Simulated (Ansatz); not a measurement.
**CuI, alloy series**

Base system: CuI in the zinc blende structure (space group F-43m, No. 216; a = 6.078 Å).

The other end (x = 1) is CuCl in the zinc blende structure (space group F-43m, No. 216): 19.94 Å³/atom, gap 0.52 eV.

Cl replaces a fraction x of I; each row is one arrangement (x, atoms in the cell, starting space group or random), fully relaxed.

The values are results of PBE (Ansatz, a first-principles code, PAW, spin-orbit coupling left out), earlier PAW set, not measurements.

```tsv
change	band gap	volume per atom
base	1.10 eV	28.06 Å³
x(Cl) = 0.25, 8 atoms, P-43m	0.87 eV	26.04 Å³
x(Cl) = 0.5, 4 atoms, R3m	0.51 eV	24.16 Å³
x(Cl) = 0.75, 8 atoms, Pmm2	0.58 eV	21.85 Å³
x(Cl) = 0.75, 8 atoms, Amm2	0.48 eV	21.97 Å³
```

These are small ordered cells, not random alloys; other orderings at the same x differ. Spin-orbit coupling, missing from the scalar runs, can matter with I. No phonon test of stability was made. No Hubbard U is applied. The final runs are not spin-polarised.
